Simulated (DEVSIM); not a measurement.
System: W/Si3N4/n-Si capacitor, at 400 K.

Layer 1 from the left is Si3N4, thickness (nm) 2.60. Layer 2 from the left is Si, thickness (nm) 5200, Nd (cm⁻³) 1.2e16.

Metal gate on the left, work function 4.6 eV. Fixed charge at the semiconductor interface 4.4e11 cm⁻² (in units of +e); no interface traps.

This is a model device: material constants are rounded textbook-type values typed into the input, and sizes, dopings and lifetimes were drawn at random. Values at 300 K; Nc and Nv go as T^1.5, mobilities as T to minus their exponent, the gap by Varshni's rule with the affinity fixed.

Si3N4: gap (eV) 5.1, affinity (eV) 2.1, permittivity 7.5. Si: gap (eV) 1.124, affinity (eV) 4.05, permittivity 11.7, Nc (cm⁻³) 2.86e19, Nv (cm⁻³) 3.1e19, Varshni α (eV/K) 0.000473, Varshni β (K) 636.

Estimate by hand the flat-band voltage, the threshold voltage, and compare with a numerical solution.


- Flat-band voltage: C = 2.55 μF/cm², work-function difference 0.267 V; VFB = φms − qNf/C = 0.24 V; numerical 0.24 V.
- Threshold voltage: φF = 0.264 V, depletion charge √(4εqNφF) = 4.59e-8 C/cm²; VT = VFB − 2φF − Qd/C = -0.31 V; numerical -0.31 V.

Simulated with DEVSIM: 1D Poisson equation in equilibrium, Boltzmann statistics, complete ionisation; no quantum confinement or tunnelling. Metal contacts follow the ideal Schottky-Mott rule: no Fermi-level pinning, no interface dipoles.
